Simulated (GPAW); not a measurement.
Band structure of SiSbPt₅ (P4/mmm, 7 atoms in the cell).

```xyz
7
Lattice="3.9964 0.0000 0.0000 0.0000 3.9964 0.0000 0.0000 0.0000 7.2731" Properties=species:S:1:pos:R:3 pbc="T T T"
Si     0.0000     0.0000     3.6365
Sb     1.9982     1.9982     0.0000
Pt     0.0000     1.9982     2.1848
Pt     0.0000     1.9982     5.0883
Pt     1.9982     0.0000     2.1848
Pt     1.9982     0.0000     5.0883
Pt     0.0000     0.0000     0.0000
```

Method of the run: LDA (Perdew-Wang 92), GPAW PAW datasets LDA (gpaw-data 1.0.1) (plane waves; GPAW 25.7.0).

Settings: mode = pw; ecut = 600 eV; xc = LDA; kpts = 6 6 3; mesh shift (steps) = 0 0 0; occupations.name = methfessel-paxton; occupations.width = 0.1 eV; occupations.order = 0; nbands = -13; convergence.density = 1e-05 e/electron; symmetry.symmorphic = false; symmetry.tolerance = 0.0005; maxiter = 120; bandpath_npoints = 40.

The starting cell comes from a database of computed structures (which also holds hypothetical and non-ambient phases and stackings), without a prior relaxation at this level. Spin-orbit coupling is off. Spin polarisation is off.

Levels in eV from the Fermi level, bands 46 to 53:
| point | 46 | 47 | 48 | 49 | 50 | 51 | 52 | 53 |
|---|---|---|---|---|---|---|---|---|
| Γ | -1.22 | -1.22 | -1.17 | -0.01 | 0.03 | 0.30 | 2.32 | 2.99 |
| X | -2.29 | -2.07 | -1.64 | -1.18 | -0.34 | -0.06 | 2.77 | 3.26 |
| M | -1.84 | -1.75 | -1.45 | -0.57 | -0.57 | -0.47 | 0.88 | 0.88 |
| Z | -0.56 | -0.11 | -0.01 | 0.03 | 0.15 | 0.15 | 1.63 | 2.20 |
| R | -2.10 | -2.07 | -1.74 | -1.08 | 0.05 | 1.76 | 1.89 | 2.22 |
| A | -2.01 | -1.47 | -1.43 | -1.23 | 0.14 | 0.14 | 0.83 | 0.83 |

Bands cross the Fermi level along this path, so the cell is metallic at this level.
